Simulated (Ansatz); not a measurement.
## Pd, response to strain

The parent structure is Pd in the fcc (Cu type) structure (space group Fm-3m, No. 225; a = 3.878 Å; relaxed with 0.1 eV smearing). Axes: x, y, z lie along the cube axes.

Strains are applied to the cell and any free atomic positions relax; under biaxial strain the out-of-plane vector relaxes too.

Method: PBEsol in Ansatz (plane waves to 420 eV, PAW, no SOC).

Notes on the quantities. in-plane stress: mean in-plane stress (compression positive); energy relative to the base: free energy F.

| change | in-plane stress | energy relative to the base | shortest interatomic distance |
|---|---|---|---|
| base | – | 0 meV/atom | 2.742 Å |
| biaxial strain −2.50 %, plane normal [111], relaxed out of plane | +9.8 GPa | +21 meV/atom | 2.673 Å |
| biaxial strain −1.25 %, plane normal [111], relaxed out of plane | +4.5 GPa | +5.0 meV/atom | 2.708 Å |
| biaxial strain −0.83 %, plane normal [111], relaxed out of plane | +2.9 GPa | [?] | 2.719 Å |
| biaxial strain +0.42 %, plane normal [111], relaxed out of plane | -1.4 GPa | +0.5 meV/atom | 2.739 Å |
| biaxial strain +0.83 %, plane normal [111], relaxed out of plane | -2.6 GPa | +2.0 meV/atom | 2.736 Å |
| biaxial strain +1.25 %, plane normal [111], relaxed out of plane | -3.8 GPa | +4.5 meV/atom | [?] |
| biaxial strain +1.67 %, plane normal [111], relaxed out of plane | -5.0 GPa | +7.8 meV/atom | 2.730 Å |
| biaxial strain +2.08 %, plane normal [111], relaxed out of plane | -6.0 GPa | +12 meV/atom | 2.728 Å |
| biaxial strain +2.50 %, plane normal [111], relaxed out of plane | -7.0 GPa | +17 meV/atom | 2.725 Å |

Task: Fill in the withheld entries from the trend.

Result: 
- biaxial strain −0.83 %, plane normal [111], relaxed out of plane, energy relative to the base: +2.2 meV/atom
- biaxial strain +1.25 %, plane normal [111], relaxed out of plane, shortest interatomic distance: 2.733 Å

No phonon test of stability was made. All final runs are without spin polarisation. Pd lies near a magnetic instability that expansion can trigger; it was not tested.

Ansatz is a program for electronic structure.
